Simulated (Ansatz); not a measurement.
System: O vacancy in corundum (neutral cell). The step: a nearby O atom hops onto the vacant site; the atom moves 2.51 Å along (-0.60, -0.30, 0.00) of the unit cell; the moving atom starts with neighbours Al at 1.88, Al at 1.90, 2 Al at 1.98 Å and ends with Al at 1.88, Al at 1.90, 2 Al at 1.98 Å. DFT values are from Ansatz (plane-wave PAW, 420 eV unless said) in a cell of 270 host sites, spin-restricted, static, with no finite-size correction. The charge state is imposed; whether it is stable for some Fermi level was not computed. Forms of the defect that were not tried may lie lower. For the PBE band: the saddle point's order was not checked, and it lies on a symmetry element of the cell, where a band can be held.

```tsv
Level	Forward barrier (eV)
PBE, the Γ point alone, band relaxed	3.55
PBE, a 2×2×2 k-point mesh shifted by half a step along c, same geometries	3.59
r2SCAN at 500 eV, the Γ point alone, same geometries	3.86
HSE06, Γ point alone, same geometries	3.92
HSE06, Γ point alone, ends and band relaxed with HSE06	3.92
```

Ansatz is an electronic-structure program.
